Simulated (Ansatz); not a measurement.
# Ca₂Pb (Fm-3m, No. 225; start mp-1009756): band gap by level of theory

No measured value is used here.

```json
[
 {"level (code)": "LDA (Ansatz)", "value (eV)": "0.66"},
 {"level (code)": "PBEsol+SOC (Ansatz)", "value (eV)": "0.32 (indirect)"},
 {"level (code)": "HSE06+SOC (Ansatz)", "value (eV)": "0.66 (indirect)"},
 {"level (code)": "PBE0 (Ansatz)", "value (eV)": "1.61"}
]
```

Computed values are for a static lattice. Spin–orbit coupling is included only where a level's name says +SOC; with heavier elements it mostly lowers gaps and can invert bands.  Values are at the PBEsol cell. Cutoffs and k meshes differ between the levels. Ansatz's density-functional and Hartree–Fock values are scalar-relativistic unless marked +SOC, with PAW data made under PBE.

A start named mp-… is a Materials Project structure, which can be a computed phase never made.

Ansatz is a quantum-chemistry and plane-wave program.
